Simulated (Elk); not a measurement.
**Elk run on Zr4BN3 (Pm-3m, 8 atoms in the cell): self-consistent single point**

Computed with PBEsol, all-electron FP-LAPW, Elk's shipped species files, default APW+lo basis in Elk.

Input:

```
tasks
  0

xctype
  22

rmtscf
  0.94

swidth
  0.00367493

maxscl
  100

avec
    8.8034781242    0.0000000000    0.0000000000
    0.0000000000    8.8034781242    0.0000000000
    0.0000000000    0.0000000000    8.8034781242

sppath
  'species/'

atoms
  3
  'Zr.in'
  4
  0.5000000000  0.0000000000  0.0000000000    0.0 0.0 0.0
  0.0000000000  0.5000000000  0.0000000000    0.0 0.0 0.0
  0.0000000000  0.0000000000  0.5000000000    0.0 0.0 0.0
  0.5000000000  0.5000000000  0.5000000000    0.0 0.0 0.0
  'B.in'
  1
  0.0000000000  0.0000000000  0.0000000000    0.0 0.0 0.0
  'N.in'
  3
  0.0000000000  0.5000000000  0.5000000000    0.0 0.0 0.0
  0.5000000000  0.0000000000  0.5000000000    0.0 0.0 0.0
  0.5000000000  0.5000000000  0.0000000000    0.0 0.0 0.0

ngridk
  7 7 7
```

Log, with long lists cut:

```
│ Elk code version 10.2.4 │

All units are atomic (Hartree, Bohr, etc.)

│ Ground-state run starting from atomic densities │

Lattice vectors :
   8.803478124       0.000000000       0.000000000
   0.000000000       8.803478124       0.000000000
   0.000000000       0.000000000       8.803478124

Unit cell volume      :    682.2803572
Brillouin zone volume :   0.3635605376

Muffin-tin inner radius fraction :   0.1000000000E-01

Nuclei treated as point charges

Species :    1 (Zr)
 parameters loaded from : Zr.in
 name : zirconium
 nuclear charge    :   -40.00000000
 electronic charge :    40.00000000
 atomic mass :    166291.1791
 muffin-tin radius :    2.444000000
 number of radial points in muffin-tin :    597
 atomic positions (lattice), magnetic fields (Cartesian) :
   1 :   0.50000000  0.00000000  0.00000000    0.00000000  0.00000000  0.00000000
   2 :   0.00000000  0.50000000  0.00000000    0.00000000  0.00000000  0.00000000
   3 :   0.00000000  0.00000000  0.50000000    0.00000000  0.00000000  0.00000000
   4 :   0.50000000  0.50000000  0.50000000    0.00000000  0.00000000  0.00000000

Species :    2 (B)
 parameters loaded from : B.in
 name : boron
 nuclear charge    :   -5.000000000
 electronic charge :    5.000000000
 atomic mass :    19707.24741
 muffin-tin radius :    1.692000000
 number of radial points in muffin-tin :    297
 atomic positions (lattice), magnetic fields (Cartesian) :
   1 :   0.00000000  0.00000000  0.00000000    0.00000000  0.00000000  0.00000000

Species :    3 (N)
 parameters loaded from : N.in
 name : nitrogen
 nuclear charge    :   -7.000000000
 electronic charge :    7.000000000
 atomic mass :    25532.65214
 muffin-tin radius :    1.692000000
 number of radial points in muffin-tin :    297
 atomic positions (lattice), magnetic fields (Cartesian) :
   1 :   0.00000000  0.50000000  0.50000000    0.00000000  0.00000000  0.00000000
   [... lines left out ...]
Maximum |G| for potential and density :    12.00000000
 potential will be trimmed for |G| > 2 gkmax
Constant for pseudocharge density :    7
Radial integration step length :    4

G-vector grid sizes :     35    35    35
Number of G-vectors :    19933

Maximum angular momentum used for
 APW functions                      :    8
 outer part of muffin-tin           :    6
 inner part of muffin-tin           :    1

Total nuclear charge    :   -186.0000000
Total core charge       :    120.0000000
Total valence charge    :    66.00000000
Total excess charge     :    0.000000000
Total electronic charge :    186.0000000

Effective Wigner radius, rₛ :   0.9567249610

Number of empty states         :   32
Total number of valence states :   65
Total number of core states    :  120

Total number of local-orbitals :   71

Exchange-correlation functional :     22     0     0
 PBEsol, Phys. Rev. Lett. 100, 136406 (2008)
 gradient requirement :    1
 generalised gradient approximation (GGA)

Smearing type :    3
 Fermi-Dirac
Smearing width :   0.3674930000E-02
Effective electronic temperature (K) :    1160.451112

Mixing type :    3
 Broyden mixing, J. Phys. A: Math. Gen. 17, L317 (1984)

Kohn-Sham potential initialised from atomic data
│ Self-consistent loop started │
│ Loop number : 1 │
 total energy                :     -14574.4795868
│ Loop number : 2 │
 total energy                :     -14575.0313540
RMS change in Kohn-Sham potential (target) :    2.927852935     (  0.1000000000E-05)
Absolute change in total energy (target)   :   0.5517671830     (  0.1000000000E-03)
│ Loop number : 3 │
 total energy                :     -14574.5343901
RMS change in Kohn-Sham potential (target) :    2.865355817     (  0.1000000000E-05)
Absolute change in total energy (target)   :   0.3590220524     (  0.1000000000E-03)
│ Loop number : 4 │
 total energy                :     -14576.7921577
RMS change in Kohn-Sham potential (target) :    1.317682399     (  0.1000000000E-05)
Absolute change in total energy (target)   :    2.168012019     (  0.1000000000E-03)
│ Loop number : 5 │
 total energy                :     -14577.5548622
RMS change in Kohn-Sham potential (target) :   0.4097767499     (  0.1000000000E-05)
Absolute change in total energy (target)   :    1.304707567     (  0.1000000000E-03)
   [... lines left out ...]
Absolute change in total energy (target)   :   0.2187475005E-02 (  0.1000000000E-03)
│ Loop number : 15 │
 total energy                :     -14577.8117568
RMS change in Kohn-Sham potential (target) :   0.4890668419E-05 (  0.1000000000E-05)
Absolute change in total energy (target)   :   0.1358752454E-02 (  0.1000000000E-03)
│ Loop number : 16 │
 total energy                :     -14577.8117471
RMS change in Kohn-Sham potential (target) :   0.3069485986E-05 (  0.1000000000E-05)
Absolute change in total energy (target)   :   0.3493169770E-03 (  0.1000000000E-03)
│ Loop number : 17 │
 total energy                :     -14577.8118033
RMS change in Kohn-Sham potential (target) :   0.1310987915E-05 (  0.1000000000E-05)
Absolute change in total energy (target)   :   0.3120009933E-04 (  0.1000000000E-03)
│ Loop number : 18 │
 total energy                :     -14577.8118087
RMS change in Kohn-Sham potential (target) :   0.3885236444E-06 (  0.1000000000E-05)
Absolute change in total energy (target)   :   0.2387962013E-05 (  0.1000000000E-03)
Convergence targets achieved

│ Loop number : 19 │

Energies :
 Fermi                       :     0.430206854202
 sum of eigenvalues          :     -8594.93243079
 electron kinetic            :      15053.5545119
 core electron kinetic       :      14743.8836772
 Coulomb                     :     -29157.8985672
 Coulomb potential           :     -23027.2165158
 nuclear-nuclear             :     -1517.14610184
 electron-nuclear            :     -32254.2884148
 Hartree                     :      4613.53594947
 Madelung                    :     -17644.2903092
 xc potential                :     -621.270426841
 exchange                    :     -463.157118693
 correlation                 :     -10.3069887661
 electron entropic           :    -0.362865224953E-02
 total energy                :     -14577.8117914

Density of states at Fermi energy :    86.31445653
 (states/Hartree/unit cell)

Estimated indirect band gap :   0.2542154301E-02
 from k-point      9 to k-point     12
Estimated direct band gap   :   0.2728404985E-02
 at k-point     12

Charges :
 core                        :    120.0000000
 valence                     :    66.00000000
 interstitial                :    12.90655292
 muffin-tins (core leakage)
  species :    1 (Zr)
   atom    1                 :    37.71588694     (  0.8806404836E-05)
   atom    2                 :    37.71588694     (  0.8806404836E-05)
   atom    3                 :    37.71588694     (  0.8806404836E-05)
   atom    4                 :    37.59923284     (  0.8693297509E-05)
  species :    2 (B)
   atom    1                 :    3.797783865     (  0.1526173987E-03)
  species :    3 (N)
   atom    1                 :    6.182923178     (  0.5958564919E-06)
   atom    2                 :    6.182923178     (  0.5958564919E-06)
   atom    3                 :    6.182923178     (  0.5958564919E-06)
 total in muffin-tins        :    173.0934471
 total calculated charge     :    186.0138412
 total charge                :    186.0000000
 error                       :   0.1384121081E-01

│ Self-consistent loop stopped │
```

The run converged in 19 iterations. The count includes the last loop, which Elk runs after its targets are met.

The starting cell comes from a database of computed structures (which also holds hypothetical and non-ambient phases and stackings), without a prior relaxation at this level. Values depend on the basis (sphere radii, cutoffs, local orbitals), which need not be converged. The log's line on a gap gives a spacing of levels on this mesh, which the program prints for metals too.
